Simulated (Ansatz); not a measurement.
Consider Cu in the fcc (Cu type) structure (space group Fm-3m, No. 225; a = 3.5768 Å; relaxed with 0.1 eV smearing).

Calculations: r2SCAN in Ansatz (plane waves to 500 eV, PAW, no spin-orbit coupling).

Before the change:

- Pressure: 0.0 GPa

One thing is altered: the cell is scaled by 0.9850 in all directions; the atoms relax in the strained cell.

Q: What happens to the pressure and energy relative to the base?

A: The pressure goes from zero to 8.3 GPa; the energy increases by 13 meV/atom.

No phonon test of stability was made. All final runs are without spin polarisation.

Ansatz is a program for electronic structure.
